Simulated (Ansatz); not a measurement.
The parent structure is SrCl2 in the fluorite structure (space group Fm-3m, No. 225; a = 7.041 Å).

The values are results of PBE (Ansatz, a quantum-chemistry and plane-wave program, PAW, no spin-orbit coupling), not measurements.

Base values:

```
Item                          Result
-------------------  ---------------
Gap character        indirect, X → Γ
Electron mass         0.38 mₑ (at Γ)
Smallest direct gap          5.52 eV
```

Perturbation: the cell is scaled by 1.0250 in all directions, atoms relaxed at fixed cell.

Q: What happens to the gap character, electron mass, smallest direct gap, mean gap deformation potential ΔEg/Δln V and energy relative to the base?

A: The gap character remains indirect, X → Γ; the electron mass goes from 0.38 mₑ (at Γ) to 0.39 mₑ (at Γ); the smallest direct gap shrinks by 0.27 eV (5.52 eV → 5.25 eV); the mean gap deformation potential ΔEg/Δln V comes out as -3.8 eV; the energy goes up by 16 meV/atom.

The cells carry an imposed strain or load. Effective masses come from finite differences of ±0.01 Å⁻¹. Whether these cells are dynamically stable was not tested.
